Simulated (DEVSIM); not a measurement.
Device: Schottky contact on n-type Si, at 300 K.

Layer 1 from the left is Si, thickness (μm) 11.0, Nd (cm⁻³) 5.5e16, τn (s) 0.00058, τp (s) 0.00058. Layer 2 from the left is Si, thickness (μm) 0.360, Nd (cm⁻³) 9.4e17, τn (s) 0.00058, τp (s) 0.00058.

Left contact: Schottky, work function 4.94 eV, emission velocity 2.4e6 cm/s. Right contact: ohmic. Voltage is applied to the left contact. Recombination: SRH at mid-gap, radiative. Mobility is μmin + (μ − μmin)/(1 + (N/Nref)^α).

The device is made up for the run: typed textbook-type constants, with dimensions and the other settings drawn at random. Values at 300 K.

Si: gap (eV) 1.124, affinity (eV) 4.05, permittivity 11.7, Nc (cm⁻³) 2.86e19, Nv (cm⁻³) 3.1e19, μn (cm²/Vs) 1417, μp (cm²/Vs) 470, μn,min 52, μp,min 45, Nref,n 9.7e16, Nref,p 2.2e17, αn 0.68, αp 0.72, B (cm³/s) 4.7e-15.

Model (solved in DEVSIM): 1D drift-diffusion, Boltzmann statistics, complete ionisation; no tunnelling, impact ionisation, image-force lowering or self-heating. Metal contacts follow the ideal Schottky-Mott rule: no Fermi-level pinning, no interface dipoles.

Problem. What does the simulation give for the dark forward voltage at 100 A/cm², the dark forward voltage at 1 A/cm²?

Solution. dark forward voltage at 100 A/cm² 0.608 V; dark forward voltage at 1 A/cm² 0.472 V.
